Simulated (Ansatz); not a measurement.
Where the default PAW files enter, the runs use the earlier of Ansatz's two default sets.

By PBEsol, the system below comes out a metal.

Without scattering a metal conducts by its projected Fermi surface.

```
TiSi2
1.0
    4.77902     0.00000     0.00000
    2.38951     4.26290     0.00000
    2.38951     0.00000     4.24104
Ti Si
2 4
Direct
  0.50000   0.00000   0.00000
  0.75000   0.50000   0.50000
  0.16257   0.00000   0.67486
  0.83743   0.00000   0.32514
  0.08743   0.50000   0.82514
  0.41257   0.50000   0.17486
```

Space group of this cell: Fddd. The cell is strained (lengths along the current scaled by 1.03, ions clamped); by PBEsol its mean pressure is -5.2 GPa.

The current flows along the normal of the first two printed cell vectors. No spin-orbit coupling; the value is a mean over 0.1 eV about the Fermi level.

Question: Give the ballistic conductance per area that PBEsol run with Ansatz (a quantum-chemistry and plane-wave program) yields.

Answer: 0.58 × 10¹⁵ S/m² for both spins.
